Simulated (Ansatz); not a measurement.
**Response to strain in HfSi2**

The parent structure is HfSi$_{2}$ (space group Cmcm, No. 63; a = 3.6503 Å, b = 14.3497 Å, c = 3.6352 Å). Axes: x, y, z lie along a, b, c of the conventional cell.

Strains are applied to the cell and any free atomic positions relax; under biaxial strain the out-of-plane vector relaxes too.

Calculations: Ansatz (a program for electronic structure) PBEsol, no SOC.

Candidates:
(a) strain tensor (xx, yy, zz, yz, xz, xy) = (−1.73, −2.01, −2.60, −1.90, −0.23, +0.12) %
(b) tensor shear ε_xz = +2.42 %
(c) biaxial strain +2.12 %, plane normal [001], relaxed out of plane

Notes on the quantities. energy relative to the base: free energy F.

Order them by energy relative to the base, highest first.

(a) strain tensor (xx, yy, zz, yz, xz, xy) = (−1.73, −2.01, −2.60, −1.90, −0.23, +0.12) % (+42 meV/atom), (b) tensor shear ε_xz = +2.42 % (+16 meV/atom), (c) biaxial strain +2.12 %, plane normal [001], relaxed out of plane (+11 meV/atom)

Without a gap, meshes like the base's 13×13×13 leave anisotropic stresses uncertain by several tenths of a GPa, and small strain energies with them. No phonon test of stability was made. The final runs are not spin-polarised.
